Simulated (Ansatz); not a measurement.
# AlAs under a change: Al → Ga

Take AlAs in the zinc blende structure (space group F-43m, No. 216; a = 5.674 Å) as the base.

Now apply this change: every Al is replaced by Ga, then cell and atoms are relaxed.

All numbers come from Ansatz (a first-principles code) PBEsol, no spin-orbit coupling, earlier PAW set. k-mesh 10×10×10 (Γ-centred); smearing 0.05 eV (Fermi–Dirac).

| quantity | base | changed | shift |
|---|---|---|---|
| volume per atom | 22.84 Å³ | 22.66 Å³ | -0.18 Å³ |
| density | 3.70 g/cm³ | 5.30 g/cm³ | +1.60 g/cm³ |
| lattice parameter a | 5.674 Å | 5.659 Å | -0.015 Å |
| space group | F-43m (No. 216) | F-43m (No. 216) | – |
| band gap | 1.34 eV | 0.42 eV | -0.92 eV |
| gap character | indirect, Γ → X | direct at Γ | – |
| width of the top valence band | 2.82 eV | 3.36 eV | +0.54 eV |
| electron mass | 0.86 mₑ along k, 0.23 mₑ across (at X) | 0.025 mₑ (at Γ) | – |
| hole mass (degenerate bands, along [100]) | 0.11, 0.48, 0.48 mₑ (at Γ) | 0.025, 0.34, 0.34 mₑ (at Γ) | – |

Final structure:

```xyz
2
Lattice="0.0000 2.8297 2.8297 2.8297 0.0000 2.8297 2.8297 2.8297 0.0000" Properties=species:S:1:pos:R:3 pbc="T T T"
As     4.2445     4.2445     4.2445
Ga     0.0000     0.0000     0.0000
```

Effective masses come from finite differences of ±0.01 Å⁻¹. Along k means along the line from Γ to the band edge. No phonon test of stability was made.
